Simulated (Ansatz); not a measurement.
# Response to strain in Nb2SnC

The parent structure is Nb2SnC (space group P6_3/mmc, No. 194; a cell from a computed database, its experimental status unchecked).

```
CELL_PARAMETERS angstrom
      3.22992     0.00000     0.00000
     -1.61496     2.79719     0.00000
      0.00000     0.00000    13.76174
ATOMIC_POSITIONS crystal
  Nb 0.33333 0.66667 0.08286
  Nb 0.66667 0.33333 0.91714
  Nb 0.66667 0.33333 0.58286
  Nb 0.33333 0.66667 0.41714
  Sn 0.33333 0.66667 0.75000
  Sn 0.66667 0.33333 0.25000
  C  0.00000 0.00000 0.00000
  C  0.00000 0.00000 0.50000
```

Cartesian axes are those of the cell as printed.

Strains are applied to the cell and any free atomic positions relax; under biaxial strain the out-of-plane vector relaxes too.

The values are results of plane-wave PAW DFT at the PBEsol level (Ansatz, a program for electronic structure, 420 eV), scalar-relativistic without spin-orbit coupling, not measurements.

| case | volume per atom | largest internal atomic displacement |
|---|---|---|
| base | 15.54 Å³ | – |
| biaxial strain +0.67 %, plane normal [001], relaxed out of plane | 15.65 Å³ | – |
| isotropic strain −2.49 % | 14.41 Å³ | 0.031 Å |
| isotropic strain −1.89 % | 14.68 Å³ | … |
| isotropic strain +1.19 % | 16.10 Å³ | 0.018 Å |

Question: Complete the table.

Answer: 
- isotropic strain −1.89 %, largest internal atomic displacement: 0.024 Å

Without a gap, meshes like the base's 17×17×4 leave anisotropic stresses uncertain by several tenths of a GPa, and small strain energies with them. No phonon test of stability was made. All final runs are without spin polarisation.
